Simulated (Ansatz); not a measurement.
Take GaN in the wurtzite structure (space group P6_3mc, No. 186; a = 3.219 Å, c = 5.244 Å) as the base. Axes: x lies along a and z along c of the hexagonal cell.

All numbers come from DFT with PBE, PAW potentials and a 420 eV plane-wave cutoff in Ansatz (an electronic-structure program), scalar-relativistic without spin-orbit coupling, earlier PAW set.

Perturbation: every lattice vector is stretched by 2.28 %; the atoms relax in the strained cell.

### Question
Predict the stress tensor and what it implies for the stiffness.

### Answer
Stress of the strained cell less that of the base (GPa, compression positive):
```
 -10.01    0.00    0.00
   0.00  -10.01    0.00
   0.00    0.00   -9.98
```

Then B = −ΔP/(ΔV/V₀) with ΔV/V₀ = 0.0700 gives secant stiffness values (nonlinear terms included at this strain): B (at held cell shape, above the free-shape value) ≈ 143 GPa.

As a check, the harmonic strain energy −½ V₀ Δσ:ε is 25 meV/atom; the computed energy rise is 27 meV/atom.

Whether these cells are dynamically stable was not tested.
